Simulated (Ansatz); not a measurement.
**What uniaxial stress, 2 GPa compression along z does to NaCl**

Consider NaCl in the rock salt structure (space group Fm-3m, No. 225; a = 5.608 Å). Axes: x, y, z lie along the cube axes.

Now apply this change: uniaxial stress, 2 GPa compression along z, with the cell and atoms free to relax against it.

All numbers come from plane-wave PAW DFT at the r2SCAN level (Ansatz, an electronic-structure program, 500 eV), spin-orbit coupling left out. k-mesh 10×10×10 (Γ-centred); smearing 0.05 eV (Fermi–Dirac).

Volume per atom: 21.61 Å³ (base 22.04 Å³)
Space group: I4/mmm (No. 139) (base Fm-3m (No. 225))
Shortest interatomic distance: 2.721 Å (base 2.804 Å)
Energy relative to the base (free energy F): +3.9 meV/atom
Band gap: 6.04 eV (base 5.97 eV)
Gap character: direct at Γ (base direct at Γ)
Valence-band top at Γ (three highest levels, from the VBM): 0.00, 0.00, -0.03 eV (base 0.00, 0.00, 0.00 eV)
Strain response (xx, yy, zz): (+0.53, +0.53, −2.96) %
Secant Young's modulus along z: 67 GPa
Mean lateral Poisson ratio: 0.18

Final structure:

```yaml
crystal:
  lattice:
    - [0.00000, 2.81858, 2.72073]
    - [2.81858, 0.00000, 2.72073]
    - [2.81858, 2.81858, 0.00000]
  atoms:
    - { symbol: Cl, position: [0.00000, 0.00000, 0.00000] }
    - { symbol: Na, position: [0.50000, 0.50000, 0.50000] }
```

Cost of the whole job for the changed cell (relaxation, final SCF and bands): around 25 core-seconds (rough).

Stability under load was not tested beyond the relaxation. Labels are those of the standard path for the cell's own space group.
